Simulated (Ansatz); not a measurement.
The starting structures come from a database of crystals and need not be the phases stable at ambient conditions.

Tunnelling through a barrier is set by its complex band structure: the current falls as exp(−2κd) with the smallest κ.

Given:

```xyz
20
Lattice="5.4442 0.0000 0.0000 0.0000 7.5570 0.0000 0.0000 0.0000 7.3558" Properties=species:S:1:pos:R:3 pbc="T T T"
Na     4.0526     5.2496     5.4464
Na     4.0526     2.3074     1.9094
Na     1.3916     6.0859     1.7685
Na     1.3916     1.4711     5.5873
Na     1.3916     6.0859     5.5873
Na     1.3916     1.4711     1.7685
Na     4.0526     5.2496     1.9094
Na     4.0526     2.3074     5.4464
Na     1.0695     3.7785     0.0000
Na     4.3747     0.0000     3.6779
In     4.2411     0.0000     0.0000
In     1.2031     3.7785     3.6779
O      5.3525     1.7704     0.0000
O      5.3525     5.7865     0.0000
O      0.0917     2.0080     3.6779
O      0.0917     5.5489     3.6779
O      3.1447     0.0000     5.5981
O      3.1447     0.0000     1.7577
O      2.2995     3.7785     1.9202
O      2.2995     3.7785     5.4356
```

Space group of this cell: Pmmn. The cell is taken as given.

Transport runs along the normal of the first two printed cell vectors.

The gap is the functional's own, uncorrected, and κ follows it; spin-orbit coupling is left out. Mid-gap values are interpolated between the computed energies.

Q: Predict the band gap and the smallest decay constant κ at mid-gap from r2SCAN in Ansatz (an electronic-structure program).

A: Gap 2.35 eV on a 6×4×4 mesh; κ = 0.255 1/Å, at the zone centre.
